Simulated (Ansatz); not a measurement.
## IrCo₃B (model structure, started from the Mn3GaN type, Pm-3m, No. 221, 5 atoms in the cell)

Level of theory: LDA in Ansatz (plane waves, PAW).

Numerical settings: plane-wave cutoff 520 eV, 14×14×14 k mesh, Fermi–Dirac smearing 0.05 eV, spin-polarised with parallel moments, scalar-relativistic PAW data made under PBE.

Cell (relaxed at this level):

```
CELL_PARAMETERS angstrom
      3.71376     0.00000     0.00000
      0.00000     3.71376     0.00000
      0.00000     0.00000     3.71376
ATOMIC_POSITIONS crystal
  Co 0.50000 0.50000 0.00000
  Co 0.00000 0.50000 0.50000
  Co 0.50000 0.00000 0.50000
  Ir 0.00000 0.00000 0.00000
  B  0.50000 0.50000 0.50000
```
Starting moments (μB, in the order of the record's atoms Co Co Co Ir B): 3.0 3.0 3.0 0.0 0.0.

For IrCo₃B (model structure, started from the Mn3GaN type, Pm-3m, No. 221, 5 atoms in the cell), the band gap is none. The bulk modulus comes out as 270 GPa.

Note: the magnetic order was assumed, not searched for or taken from measurement; the bulk modulus is −V dP/dV from two relaxed cells at ±2 % in volume; the moments ended far under their starting size, a low-moment state that need not be the lowest; the relaxation could raise the start's symmetry but not lower it, so the cell can be a saddle point.

Spin–orbit coupling is not included; it can open a gap where bands touch, and shift volumes and moduli.

Static lattice: no zero-point or thermal effects.

The result took around 12 core-minutes (rough).

A model structure was made by putting elements into a prototype or built by hand; it is no filed structure, need not be a known phase, and can be a saddle point held by its symmetry.

Ansatz is an electronic-structure program.
